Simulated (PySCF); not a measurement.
PySCF 2.14.0, PBE0/def2-svp, df: Sn(F)3(nPr) (CC[CH2][Sn]([F])([F])[F]), 14 atoms. The geometry is a generated start, not checked to be a minimum at this level.

```json
{
  "task": "energy",
  "method": "pbe0",
  "basis": "def2-svp",
  "two_electron_scheme": "density fitting",
  "mol.max_memory": "3000 MB",
  "mf.max_cycle": "100",
  "mf.init_guess": "minao (default)",
  "mf.DIIS": "CDIIS (default)",
  "mf.conv_tol": "1e-09 (default)",
  "mf.grids.level": "3 (default)",
  "effective_core_potentials": "those of the basis set, past Kr",
  "basis_functions": "145",
  "grid_points": "175760"
}
```

```xyz
14

C      2.1908    -0.2047     0.2269
C      0.7062    -0.5732     0.1313
C     -0.0674     0.6743    -0.1696
Sn    -2.3068     0.2424    -0.1967
F     -3.6064     1.7764     0.0550
F     -2.8993    -0.6580    -1.9063
F     -2.7580    -1.0919     1.2559
H      2.3639     0.4936     1.0439
H      2.7746    -1.1048     0.4109
H      2.5361     0.2497    -0.6986
H      0.3861    -1.0117     1.0780
H      0.5674    -1.3131    -0.6587
H      0.0130     1.4450     0.5943
H      0.0998     1.0758    -1.1662
```

One run each on 2 threads, 1 BLAS thread. Values of diis_space tried: 3, 5, 8 (default), 12, 20.

Question: Which value of diis_space needs the fewest Fock builds, and what happens away from it?

Answer: Fewest Fock builds, within one of each other: 5 with 18, 8 (default) with 17, 12 with 17, 20 with 17. The count rises to 29 at 3. All converge to one solution.

```json
[
 {"diis_space": "3", "Fock builds": "29", "end": "same solution"},
 {"diis_space": "5", "Fock builds": "18", "end": "same solution"},
 {"diis_space": "8 (default)", "Fock builds": "17", "end": "same solution"},
 {"diis_space": "12", "Fock builds": "17", "end": "same solution"},
 {"diis_space": "20", "Fock builds": "17", "end": "same solution"}
]
```
